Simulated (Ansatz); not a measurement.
**GaN, response to strain**

Take GaN in the wurtzite structure (space group P6_3mc, No. 186; a = 3.183 Å, c = 5.185 Å) as the base. Axes: x lies along a and z along c of the hexagonal cell.

Strains are applied to the cell and any free atomic positions relax; under biaxial strain the out-of-plane vector relaxes too.

Method: Kohn–Sham DFT with the PBEsol functional, run in Ansatz (a program for electronic structure) with PAW and 420 eV plane waves, spin-orbit coupling left out.

Notes on the quantities. pressure: mean of the normal stresses, compression positive.

```csv
variant,pressure,out-of-plane strain,width of the top valence band
base,0.00 GPa,–,2.82 eV
"biaxial strain +1.20 %, plane normal [001], relaxed out of plane",[?],[?],[?]
"biaxial strain +1.80 %, plane normal [001], relaxed out of plane",-4.78 GPa,-0.87 %,2.73 eV
"biaxial strain +2.40 %, plane normal [001], relaxed out of plane",-6.22 GPa,-1.15 %,2.70 eV
"biaxial strain +3.00 %, plane normal [001], relaxed out of plane",-7.58 GPa,-1.44 %,2.68 eV
```

**Question.** Complete the table.

**Answer.** 
- biaxial strain +1.20 %, plane normal [001], relaxed out of plane, pressure: -3.26 GPa
- biaxial strain +1.20 %, plane normal [001], relaxed out of plane, out-of-plane strain: -0.58 %
- biaxial strain +1.20 %, plane normal [001], relaxed out of plane, width of the top valence band: 2.75 eV

The levels and masses belong to the bands next to the band gap. Whether these cells are dynamically stable was not tested.
